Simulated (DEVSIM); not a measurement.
Device: illuminated InP p-on-n cell, one wavelength, at 300 K.

```tsv
layer (left to right)	material	thickness (μm)	Nd (cm⁻³)	Na (cm⁻³)	τn (s)	τp (s)	absorption coefficient (cm⁻¹)
1	InP	0.780	-	6.6e17	1.6e-8	2e-9	16000
2	InP	4.70	5.1e15	-	3e-8	3e-8	16000
```

Left contact: ohmic, minority electron recombination velocity 10 cm/s. Right contact: ohmic, minority hole recombination velocity 2e5 cm/s. Voltage is applied to the left contact. Recombination: SRH at mid-gap, radiative, Auger. Light enters at the left, 6.7e16 photons cm⁻² s⁻¹, one pass, no reflection. Mobility is constant in doping.

Constants are typed, rounded textbook-type inputs, not results; the design itself was drawn at random and stands for no fabricated device. Values at 300 K.

| parameter | InP |
|---|---|
| gap (eV) | 1.344 |
| affinity (eV) | 4.38 |
| permittivity | 12.5 |
| Nc (cm⁻³) | 5.7e17 |
| Nv (cm⁻³) | 1.1e19 |
| μn (cm²/Vs) | 5200 |
| μp (cm²/Vs) | 170 |
| B (cm³/s) | 1.2e-10 |
| Cn (cm⁶/s) | 9e-31 |
| Cp (cm⁶/s) | 9e-31 |

Model (solved in DEVSIM): 1D drift-diffusion, Boltzmann statistics, complete ionisation; no tunnelling, impact ionisation, image-force lowering or self-heating.

The doping Na of layer 1 was swept, all else fixed.

```tsv
doping Na of layer 1 (cm^-3)	largest field in the device at zero bias (V/cm)	potential step across the device at zero bias (V)
2e16	34000	1.059
6.6e16	38000	1.090
2e17	42000	1.118
6.6e17	[?]	1.149
2e18	81000	1.178
```

Question: Fill in the missing entries.

Answer: 
- 6.6e17, largest field in the device at zero bias (V/cm): 54000
